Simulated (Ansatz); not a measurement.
ZnS under a change: H interstitial (started 2.46 Å from the nearest host atom)

Take a 16-atom supercell of ZnS in the wurtzite structure (space group P6_3mc, No. 186; a = 3.8451 Å, c = 6.3057 Å) at its relaxed geometry as the base.

Now apply this change: one H atom is added in an open site, starting 2.46 Å from the nearest host atom, atoms relaxed at fixed cell, starting from a slightly rattled geometry.

Calculations: PBE (Ansatz, a program for electronic structure; PAW; 420 eV plane waves; scalar-relativistic without spin-orbit coupling). Γ-centred 5×5×5 mesh, Fermi–Dirac width 0.01 eV.

```json
{
 "pressure": "0.5 GPa (base 0.0 GPa)",
 "largest_displacement_of_a_host_atom_from_its_site_in_the_perfect_cell": "0.15 Å",
 "final_site_of_the_added_atom": "1 Zn at 1.89 Å"
}
```

The magnetic state is the one reached from the starting moments; the real material's order can differ, and small cells can't hold many antiferromagnetic ones. The cell is small, so the values are those of an ordered compound at a high defect concentration; dilute-limit values will differ. The defect cell is spin-polarised and ends with 1.0 μB.
